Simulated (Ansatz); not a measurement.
Ansatz (a program for electronic structure) run on YbCuPb (P6_3/mmc, 6 atoms in the cell): relaxation of cell and atoms.

Level of theory: PBEsol, PAW files made with PBE (plane waves; Ansatz).

```xyz
6
Lattice="4.8251 0.0000 0.0000 -2.4126 4.1787 0.0000 0.0000 0.0000 7.3442" Properties=species:S:1:pos:R:3 pbc="T T T"
Yb     0.0000     0.0000     3.6721
Yb     0.0000     0.0000     0.0000
Cu     2.4126     1.3929     1.8360
Cu     0.0000     2.7858     5.5081
Pb     2.4126     1.3929     5.5081
Pb     0.0000     2.7858     1.8360
```

Reference input (self-consistent single point, DFT, PBEsol, plane waves, PAW files made with PBE): basis.ecutwfc = 420 eV; kpoints.mp_grid.grid = 5 5 3; hamiltonian.xc = pbesol; hamiltonian.pseudopotentials = {kind: paw} (the program's default PAW files); scf.occupations.method = fermi_dirac; scf.occupations.width = 0.1 eV. This run's input differs from it in these lines:

```diff
@@ -22,2 +22,4 @@
   occupations: { method: fermi_dirac, width: 0.1 }
+relax:
+  cell: {}
 output:
```

Output (repeated stretches shortened):

```
   [... SCF lines of the steps left out ...]
relax step   1: F+E_penalty+E_count = -64046.89924528 eV  Δ(F+E_penalty+E_count) = +0.000e0 eV  max|allowed force component| = 1.850e-16 eV/Å  Δτ_max = 0.0000 Å  P = -6.248 GPa  Ω = 148.079 Å³  (13 SCF iters, dr2 threshold 1.00e-7 eV, accepted)
relax step   2: F+E_penalty+E_count = -64047.30548583 eV  Δ(F+E_penalty+E_count) = -4.062e-1 eV  max|allowed force component| = 7.401e-17 eV/Å  Δτ_max = 0.0000 Å  P = +0.746 GPa  Ω = 128.479 Å³  energy of the carried Pulay correction = +7.377e-3 eV  [...]
   [... lines left out ...]
relax step   4: F+E_penalty+E_count = -64047.30954170 eV  Δ(F+E_penalty+E_count) = -4.694e-4 eV  max|allowed force component| = 4.009e-17 eV/Å  Δτ_max = 0.0000 Å  P = -0.008 GPa  Ω = 129.576 Å³  energy of the carried Pulay correction = +6.917e-3 eV  [...]
relax step   5: F+E_penalty+E_count = -64047.30304705 eV  Δ(F+E_penalty+E_count) = +6.495e-3 eV  max|allowed force component| = 7.710e-17 eV/Å  Δτ_max = 0.0000 Å  P = -0.024 GPa  Ω = 129.576 Å³  stress off target by 2.91e-2 GPa  SCF on the basis [...]
basis re-selected at this cell: Δ(F+E_penalty+E_count) = +6.495e-3 eV, ΔP = -0.016 GPa vs the last step
the relaxation is at rest under the 24 symmetry operations that the run kept from its start: a minimum is not shown …
Free energy (F): -64047.303047 eV
Internal energy: -64047.037936 eV  (E = F + TS)
E sigma→0 (E₀):  -64047.170492 eV
Entropy (-TS):   -0.265111 eV (-44.185 meV/atom)
Fermi energy:    14.022136 eV
--- Forces (eV/Å), atoms counted from 1 ---
  atom   1  Yb     0.00000000    -0.00000000     0.00000000
   [... zero for the other atoms too ...]
   [... lines left out ...]
  cell:  # Å, volume = 129.5761 Å³
   [... lines left out ...]
    - { symbol: Yb, position: [1.6006753630158607e-34, 5.473109356601237e-35, -7.147841825292018e-36] }
    - { symbol: Cu, position: [0.6666666666666665, 0.33333333333333326, 0.25] }
    - { symbol: Cu, position: [0.33333333333333326, 0.6666666666666665, 0.7500000000000002] }
    - { symbol: Pb, position: [0.6666666666666665, 0.33333333333333326, 0.7500000000000002] }
    - { symbol: Pb, position: [0.33333333333333326, 0.6666666666666665, 0.25] }
```

The run converged. 

Summary of the result:
```
Quantity                                                                                                                Result
-----------------------------------------------  -----------------------------------------------------------------------------
Free energy E − TS (on the zero of these files)                                                                 -64047.3030 eV
Fermi level (on the code's own zero)                                                                                  14.02 eV
Pressure                                                                                                             -0.02 GPa
Final cell                                       a = 4.6362 Å, b = 4.6362 Å, c = 6.9611 Å, α = 90.00°, β = 90.00°, γ = 120.00°
Final volume per atom                                                                                                 21.60 Å³
Relaxation steps                                                                                                             5
```

The starting cell comes from a database of computed structures (which also holds hypothetical and non-ambient phases and stackings), without a prior relaxation at this level. Its lattice was rescaled by a random factor within 2.5 % of one. Spin polarisation is off. The relaxation keeps the symmetry of its start, so its end need not be a minimum. Ansatz's pressure includes its estimate of the finite-basis (Pulay) stress.

Keys are those of Ansatz 0.2.
